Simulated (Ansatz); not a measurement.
The reference is Cu in the fcc (Cu type) structure (space group Fm-3m, No. 225; a = 3.5638 Å).

Structures relaxed with plane-wave PAW DFT at the PBEsol level (Ansatz, an electronic-structure program, 420 eV), no spin-orbit coupling.

Base:

Simulated powder pattern, Cu Kα1, λ = 1.54056 Å (kinematic, ideal powder, no thermal factors, no anomalous dispersion; the 10 strongest lines at most, above 2 %, up to 2θ = 90°):

```csv
2θ (°),I/Imax (%),hkl
43.97,100,(111)
51.23,47,(200)
75.37,26,(220)
```

It is then changed as follows: every Cu is replaced by Al, then cell and atoms are relaxed.

After the change:

Simulated powder pattern, Cu Kα1, λ = 1.54056 Å (kinematic, ideal powder, no thermal factors, no anomalous dispersion; the 10 strongest lines at most, above 2 %, up to 2θ = 90°):

| 2θ (°) | d (Å) | I/Imax (%) | hkl |
|---|---|---|---|
| 38.82 | 2.318 | 100 | (111) |
| 45.13 | 2.007 | 48 | (200) |
| 65.74 | 1.419 | 31 | (220) |
| 79.05 | 1.210 | 35 | (311) |
| 83.32 | 1.159 | 10 | (222) |

The indices refer to each structure's own conventional cell; one index is shown for lines that coincide.

No phonon test of stability was made. The final runs are not spin-polarised.
